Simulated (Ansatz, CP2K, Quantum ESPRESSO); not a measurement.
**Code comparison for LaH3 (I4/mmm, 4 atoms in the cell)**

Self-consistent single point.

```
LaH3
1.0
   -1.89546     1.89546     3.08581
    1.89546    -1.89546     3.08581
    1.89546     1.89546    -3.08581
La H
1 3
Direct
  0.00000   0.00000   0.00000
  0.75000   0.25000   0.50000
  0.25000   0.75000   0.50000
  0.50000   0.50000   0.00000
```

Shared settings, as Ansatz (a first-principles code) writes them: kpoints.mp_grid.grid = 6 6 6; scf.occupations.method = fermi_dirac; scf.occupations.width = 0.05 eV. Potentials and cutoffs stand in the table.

| code | model | pressure (GPa) | cutoff |
|---|---|---|---|
| Ansatz | LDA (PW92), PAW files made with PBE | -6.32 | 420 eV |
| Quantum ESPRESSO | LDA (PZ), PseudoDojo standard norm-conserving (PBE) pseudopotentials | -6.14 | 110 Ry |
| CP2K | LDA (Pade form), GPW, DZVP-MOLOPT-SR-GTH basis, GTH-PADE potentials (GTH_POTENTIALS) | -7.12 | grid 500 Ry |

The spread over the programs that give each value: pressure within 0.98 GPa.

CP2K uses small atom-centred bases, whose incompleteness enters pressures, forces and empty levels differently from a plane-wave cutoff. Ansatz's pressure is given at a fixed set of plane waves, as the other plane-wave codes print theirs; with its correction for the finite basis it is -6.23 GPa. The same LDA comes in different parametrisations, which differ slightly.

The starting cell comes from a database of computed structures (which also holds hypothetical and non-ambient phases and stackings), without a prior relaxation at this level. Its lattice was rescaled by a random factor within 2.5 % of one.

Left out of this page: Elk and FLEUR (not drawn, or without a comparable value).

Keys are those of Ansatz 0.2.
